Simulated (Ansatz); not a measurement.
The reference is TiN in the rock salt structure (space group Fm-3m, No. 225; relaxed with 0.1 eV smearing).

```
TiN
1.0
    0.00000     2.11696     2.11696
    2.11696     0.00000     2.11696
    2.11696     2.11696     0.00000
N Ti
1 1
Direct
  0.00000   0.00000   0.00000
  0.50000   0.50000   0.50000
```

Calculations: r2SCAN (Ansatz, an electronic-structure program, PAW, no spin-orbit coupling), earlier PAW set.

For the base:

```
Property   Result
--------  -------
Pressure  0.0 GPa
```

Now apply this change: the cell is scaled by 1.0127 in all directions; the atoms relax in the strained cell.

**Question.** Predict the new energy relative to the base.

**Answer.** The energy increases by 12 meV/atom.

**Question.** What does the calculation give for the pressure after the change?

**Answer.** The pressure goes from zero to -10.3 GPa.

No phonon test of stability was made. All final runs are without spin polarisation. An odd electron count without spin: TiN.
